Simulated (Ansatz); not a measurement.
The parent structure is Ge$_{2}$Sb$_{2}$Te$_{5}$ (space group P-3m1, No. 164).

```yaml
crystal:
  lattice:
    - [4.29328, 0.00000, 0.00000]
    - [-2.14664, 3.71809, 0.00000]
    - [0.00000, 0.00000, 17.63419]
  atoms:
    - { symbol: Te, position: [0.00000, 0.00000, 0.00000] }
    - { symbol: Ge, position: [0.66667, 0.33333, 0.09824] }
    - { symbol: Ge, position: [0.33333, 0.66667, 0.90176] }
    - { symbol: Te, position: [0.33333, 0.66667, 0.19409] }
    - { symbol: Te, position: [0.66667, 0.33333, 0.80591] }
    - { symbol: Sb, position: [0.00000, 0.00000, 0.30944] }
    - { symbol: Sb, position: [0.00000, 0.00000, 0.69056] }
    - { symbol: Te, position: [0.66667, 0.33333, 0.40641] }
    - { symbol: Te, position: [0.33333, 0.66667, 0.59359] }
```

Cartesian axes are those of the cell as printed.

The values are results of plane-wave PAW DFT at the PBE level (Ansatz, a quantum-chemistry and plane-wave program, 420 eV), no spin-orbit coupling, not measurements.

Base values:

The smallest direct gap is 0.58 eV, the shortest interatomic distance comes out as 3.000 Å and the pressure is 0.00 GPa. The width of the top valence band is 0.83 eV and the valence-band top at Γ comes out as 0.00, -0.58, -0.85 eV.

The change: tensile biaxial strain of 0.66 % in the plane normal to [001], as in epitaxy on a mismatched substrate; the out-of-plane cell vector and the atoms relax.

Estimate the effect on the smallest direct gap, shortest interatomic distance, pressure, width of the top valence band and valence-band top at Γ.

The smallest direct gap drops by 0.04 eV, from 0.58 eV to 0.54 eV; the shortest interatomic distance rises by 0.009 Å to 3.009 Å; the pressure (mean of the normal stresses, compression positive) goes from zero to -0.33 GPa; the width of the top valence band shrinks by 0.053 eV to 0.77 eV; the valence-band top at Γ (three highest levels, from the VBM) goes from 0.00, -0.58, -0.85 eV to 0.00, -0.57, -0.87 eV.

Spin-orbit coupling, missing from the scalar runs, can matter with Sb and Te. No phonon test of stability was made.
